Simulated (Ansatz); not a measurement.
Electronic density of states of amorphous Hf24O24, density 11.18 g/cm³, on a 2×2×2 Γ-centred mesh with a Gaussian width of 0.1 eV; energies count from the Fermi level. Cell and mesh are small, so fine structure isn't converged. Computed with PBE, scalar-relativistic without spin-orbit coupling (plane waves to 420 eV, PAW; Ansatz, a quantum-chemistry and plane-wave program). Sampling: a 2×2×2 Γ-centred mesh; Fermi-Dirac width 0.1 eV; no spin polarisation. The usual formal charges leave 48 electrons over, so the level spacing at the Fermi energy parts defect or band states and needn't be the band gap. The spare electrons fill defect levels or the bottom of the conduction band, and the levels at the Fermi energy are partly filled.

Preparation: random packing, a CHGNet melt and quench, and a DFT relaxation. O atoms were pushed apart under 1.9 Å during the dynamics, to hinder bonds among them. The hot cell started wider than the set density and was brought back towards it in steps. It is the lowest in DFT energy of 3 quenches. It is a model cell: composition and starting density were chosen by hand, and all elements were melted together. No dispersion term was used. Its density started from a set value of 13.07 and ended at 11.18 g/cm³. The simulated quench (nominally 360 K/ps over its main leg) is rapid and tends to freeze in more defects than a deposited or slowly cooled glass has. One small periodic cell is one sample of the glass; other quenches scatter about these values. Volume and shape were free in the relaxation. On a 2×2×2 Γ-centred mesh force components of up to 0.19 eV/Å stay, since the relaxation ran on one k-point at (1/4, 1/4, 1/4).

(E - EF (eV), states/(eV atom)): (-12.00, 0.56); (-11.90, 1.11); (-11.80, 2.73); (-11.70, 1.74); (-11.60, 0.97); (-11.50, 1.64); (-11.40, 1.65); (-11.30, 1.39); (-11.20, 0.34); (-11.10, 0.02); (-11.00, 0.00); (-10.90, 0.00); (-10.80, 0.00); (-10.70, 0.00); (-10.60, 0.00); (-10.50, 0.00); (-10.40, 0.00); (-10.30, 0.00); (-10.20, 0.00); (-10.10, 0.00); (-10.00, 0.00); (-9.90, 0.00); (-9.80, 0.00); (-9.70, 0.00); (-9.60, 0.00); (-9.50, 0.00); (-9.40, 0.00); (-9.30, 0.00); (-9.20, 0.00); (-9.10, 0.00); (-9.00, 0.00); (-8.90, 0.00); (-8.80, 0.00); (-8.70, 0.00); (-8.60, 0.00); (-8.50, 0.00); (-8.40, 0.01); (-8.30, 0.09); (-8.20, 0.33); (-8.10, 0.43); (-8.00, 0.42); (-7.90, 0.51); (-7.80, 0.58); (-7.70, 0.60); (-7.60, 0.68); (-7.50, 0.69); (-7.40, 0.64); (-7.30, 0.64); (-7.20, 0.67); (-7.10, 0.78); (-7.00, 0.80); (-6.90, 0.81); (-6.80, 0.77); (-6.70, 0.75); (-6.60, 0.81); (-6.50, 0.80); (-6.40, 0.81); (-6.30, 0.89); (-6.20, 0.84); (-6.10, 0.79); (-6.00, 0.79); (-5.90, 0.81); (-5.80, 0.84); (-5.70, 0.89); (-5.60, 0.86); (-5.50, 0.81); (-5.40, 0.80); (-5.30, 0.79); (-5.20, 0.76); (-5.10, 0.79); (-5.00, 0.75); (-4.90, 0.71); (-4.80, 0.64); (-4.70, 0.56); (-4.60, 0.67); (-4.50, 0.77); (-4.40, 0.68); (-4.30, 0.47); (-4.20, 0.38); (-4.10, 0.39); (-4.00, 0.29); (-3.90, 0.22); (-3.80, 0.18); (-3.70, 0.05); (-3.60, 0.04); (-3.50, 0.09); (-3.40, 0.12); (-3.30, 0.12); (-3.20, 0.07); (-3.10, 0.08); (-3.00, 0.10); (-2.90, 0.07); (-2.80, 0.09); (-2.70, 0.13); (-2.60, 0.14); (-2.50, 0.12); (-2.40, 0.09); (-2.30, 0.10); (-2.20, 0.14); (-2.10, 0.15); (-2.00, 0.16); (-1.90, 0.23); (-1.80, 0.33); (-1.70, 0.31); (-1.60, 0.37); (-1.50, 0.44); (-1.40, 0.47); (-1.30, 0.41); (-1.20, 0.35); (-1.10, 0.44); (-1.00, 0.48); (-0.90, 0.43); (-0.80, 0.45); (-0.70, 0.47); (-0.60, 0.43); (-0.50, 0.41); (-0.40, 0.49); (-0.30, 0.60); (-0.20, 0.49); (-0.10, 0.38); (0.00, 0.39); (0.10, 0.34); (0.20, 0.28); (0.30, 0.25); (0.40, 0.31); (0.50, 0.40); (0.60, 0.38); (0.70, 0.37); (0.80, 0.36); (0.90, 0.35); (1.00, 0.37); (1.10, 0.44); (1.20, 0.50); (1.30, 0.42); (1.40, 0.36); (1.50, 0.45); (1.60, 0.54); (1.70, 0.55); (1.80, 0.57); (1.90, 0.54); (2.00, 0.59); (2.10, 0.65); (2.20, 0.68); (2.30, 0.66); (2.40, 0.66); (2.50, 0.70); (2.60, 0.69); (2.70, 0.70); (2.80, 0.72); (2.90, 0.78); (3.00, 0.82); (3.10, 0.80); (3.20, 0.84); (3.30, 0.90); (3.40, 0.88); (3.50, 0.90); (3.60, 0.82); (3.70, 0.80); (3.80, 0.87)
